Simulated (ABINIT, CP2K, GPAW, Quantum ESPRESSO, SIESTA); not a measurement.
## Al (Fm-3m, 1 atom in the cell) computed with different codes at matched settings

Self-consistent single point.

```
CELL_PARAMETERS angstrom
      0.00000     2.01522     2.01522
      2.01522     0.00000     2.01522
      2.01522     2.01522     0.00000
ATOMIC_POSITIONS crystal
  Al 0.00000 0.00000 0.00000
```

Shared settings, as Quantum ESPRESSO writes them: occupations = smearing; smearing = fermi-dirac; degauss = 0.0073499 Ry; K_POINTS = automatic 10 10 10 0 0 0. Potentials and cutoffs stand in the table.

```tsv
code	model	pressure (GPa)	cutoff
Quantum ESPRESSO	LDA (PZ), PSlibrary ultrasoft (LDA) pseudopotentials	-2.70	35 Ry
GPAW	LDA (Perdew-Wang 92), GPAW PAW datasets LDA (gpaw-data 1.0.1)	-2.47	600 eV
SIESTA	LDA PW92, numerical atomic orbitals DZP, PseudoDojo LDA standard norm-conserving potentials (rewritten from UPF to PSML)	-2.81	grid 300 Ry
CP2K	LDA (Pade form), GPW, DZVP-MOLOPT-SR-GTH basis, GTH-PADE potentials (GTH_POTENTIALS)	-3.38	grid 400 Ry
ABINIT	LDA (PW92), norm-conserving pseudopotentials (PseudoDojo nc-sr-04 LDA standard)	-2.86	44 Ry
```

The spread over the programs that give each value: pressure within 0.91 GPa.

SIESTA and CP2K use small atom-centred bases, whose incompleteness enters pressures, forces and empty levels differently from a plane-wave cutoff. The same LDA comes in different parametrisations, which differ slightly.

The starting cell comes from a database of computed structures (which also holds hypothetical and non-ambient phases and stackings), without a prior relaxation at this level. Its lattice was rescaled by a random factor within 2.5 % of one.

Left out of this page: Ansatz (held back from this collection); PySCF, Elk and FLEUR (not drawn, or without a comparable value).
